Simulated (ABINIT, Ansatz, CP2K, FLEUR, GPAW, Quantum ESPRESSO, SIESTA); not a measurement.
**Code comparison for YTi2Ga4 (I4/mmm, 7 atoms in the cell)**

Self-consistent single point.

```xyz
7
Lattice="-3.3929 3.3929 2.7405 3.3929 -3.3929 2.7405 3.3929 3.3929 -2.7405" Properties=species:S:1:pos:R:3 pbc="T T T"
Y      0.0000     0.0000     0.0000
Ti     0.0000     3.3929     1.3702
Ti     3.3929     0.0000     1.3702
Ga     1.3335    -1.3335     2.7405
Ga    -1.3335     1.3335     2.7405
Ga     1.3335     1.3335     2.7405
Ga     2.0594     2.0594     0.0000
```

All programs got the same cell, k-point mesh and kind of occupations (in Ansatz's words: kpoints.mp_grid.grid = 5 5 5; scf.occupations.method = gaussian; scf.occupations.width = 0.136 eV); potentials, basis and cutoffs are each program's usual ones.

```csv
code,model,pressure (GPa),largest force (eV/Å),k-points,cutoff
Quantum ESPRESSO,"PBEsol, PseudoDojo standard norm-conserving (PBESOL) pseudopotentials",-4.70,0.057,18,85 Ry
FLEUR,"PBEsol, all-electron FLAPW (FLEUR), scalar-relativistic valence",–,0.050,18,Kmax 4.3 1/bohr
ABINIT,"PBEsol, norm-conserving pseudopotentials (PseudoDojo nc-sr-04 PBEsol standard)",-4.70,0.057,18,42 Ha
SIESTA,"GGA PBEsol, numerical atomic orbitals DZP, PseudoDojo PBEsol standard norm-conserving potentials (rewritten from UPF to PSML)",-6.22,0.207,63,grid 350 Ry
CP2K,"PBEsol, GPW, DZVP-MOLOPT-SR-GTH basis, GTH-PBE potentials (GTH_POTENTIALS)",-4.40,0.029,63,grid 600 Ry
GPAW,"PBEsol, GPAW PAW datasets PBEsol (made by gpaw-setup)",-4.27,0.107,18,850 eV
Ansatz,"PBEsol, PAW files made with PBE",-4.84,0.049,18,default
```

A dash marks a value that a program does not give, or that is left out as unsure.

The spread over the programs that give each value: pressure within 1.95 GPa; largest force within 0.178 eV/Å.

The starting cell comes from a database of computed structures (which also holds hypothetical and non-ambient phases and stackings), without a prior relaxation at this level. Its lattice was rescaled by a random factor within 2.5 % of one. On Ansatz's run: Spin polarisation is off. In the base run, with a pressure of about -5 GPa the cell is away from its equilibrium volume at this level.

Problem. Why do the programs differ, and what cannot be compared?

Solution. Differences of this kind can come from the potentials, where these differ, and from what each basis and cutoff leave unconverged. The valence holds different numbers of electrons (Quantum ESPRESSO 87, FLEUR 87, ABINIT 87, SIESTA 87, CP2K 87, GPAW 47, Ansatz (a program for electronic structure) 87). The zero of total energies and Fermi levels follows the potentials and each program's conventions, so they are not compared here. SIESTA and CP2K use small atom-centred bases, whose incompleteness enters pressures, forces and empty levels differently from a plane-wave cutoff. FLEUR treats all electrons, but the usual bases taken here (sphere radii, linearisation, local orbitals, empty states) were not tested for convergence, so the values are no reference for the others. Ansatz's pressure is given at a fixed set of plane waves, as the other plane-wave codes print theirs; with its correction for the finite basis it is -4.81 GPa. The programs reduce the same mesh by symmetry to different extents, which changes the work and not the result. In the pressure, SIESTA (by 1.52) lies more than 1 GPa from the median of the plane-wave programs. In the force vectors, SIESTA (by 0.150) and CP2K (by 0.086) lie more than 0.08 eV/Å from the median of the plane-wave programs.

Left out of this page: Elk (not drawn, or without a comparable value).

Keys are those of Ansatz 0.2.
